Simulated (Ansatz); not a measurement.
BaTiO3, response to strain

Start from BaTiO3 (space group P4mm, No. 99; a = 3.972 Å, c = 4.113 Å). Axes: x, y, z lie along a, b, c of the conventional cell.

Strains are applied to the cell and any free atomic positions relax; under biaxial strain the out-of-plane vector relaxes too; under stress the whole cell relaxes.

Computed with r2SCAN/PAW in Ansatz (a program for electronic structure), spin-orbit coupling left out.

Notes on the quantities. pressure: mean of the normal stresses, compression positive.

| change | volume per atom | gap character | pressure |
|---|---|---|---|
| base | 12.98 Å³ | indirect, A → Γ | 0.00 GPa |
| biaxial strain −0.81 %, plane normal [001], relaxed out of plane | 12.93 Å³ | indirect, A → Γ | 1.55 GPa |
| biaxial strain −0.56 %, plane normal [001], relaxed out of plane | 12.94 Å³ | indirect, A → Γ | 1.07 GPa |
| isotropic strain −2.12 % | 12.17 Å³ | indirect, A → Γ | (withheld) |
| isotropic strain −0.31 % | 12.86 Å³ | indirect, A → Γ | 1.37 GPa |
| uniaxial strain ε_xx = +0.43 % | 13.04 Å³ | indirect, R → Γ | -0.72 GPa |
| uniaxial strain ε_yy = +4.80 % | 13.60 Å³ | indirect, R → Γ | -6.51 GPa |
| uniaxial stress, 3 GPa compression along z | 12.78 Å³ | indirect, A → Γ | – |

Task: Complete the table.

Result: 
- isotropic strain −2.12 %, pressure: 10.98 GPa

Beyond what the load breaks, stability against distortions was not tested. All final runs are without spin polarisation. k-point labels follow each cell's own Brillouin zone.
